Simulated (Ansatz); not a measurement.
Results of r²SCAN (Ansatz, a program for electronic structure, plane waves, PAW) for GaAs (model structure, within 0.1 Å of Fm-3m, No. 225, 8 atoms in the cell).

Settings: plane-wave cutoff 560 eV, 6×16×14 k mesh (along the axes of the cell as run), Fermi–Dirac smearing 0.05 eV, scalar-relativistic PAW data made under PBE.

Cell (relaxed at this level):

Space group Immm (No. 71); a = 3.7633 Å, b = 3.7707 Å, c = 5.3346 Å, α = β = γ = 90.00°

| atom | site | symmetry | x | y | z |
|---|---|---|---|---|---|
| Ga | 2a | mmm | 0.0000 | 0.0000 | 0.0000 |
| As | 2c | mmm | 0.0000 | 0.0000 | 0.5000 |
(The calculation used a cell of 8 atoms; values per cell refer to that cell.)

**Question.** Give the computed bulk modulus B0.

**Answer.** 
bulk modulus B0: 82.2 GPa

The run finds no gap.

Note: the bulk modulus is −V dP/dV from two relaxed cells at ±2 % in volume.

Static lattice: no zero-point or thermal effects.

The result took roughly 110 core-minutes.

A model structure was made by putting elements into a prototype or built by hand; it is no filed structure, need not be a known phase, and can be a saddle point held by its symmetry.
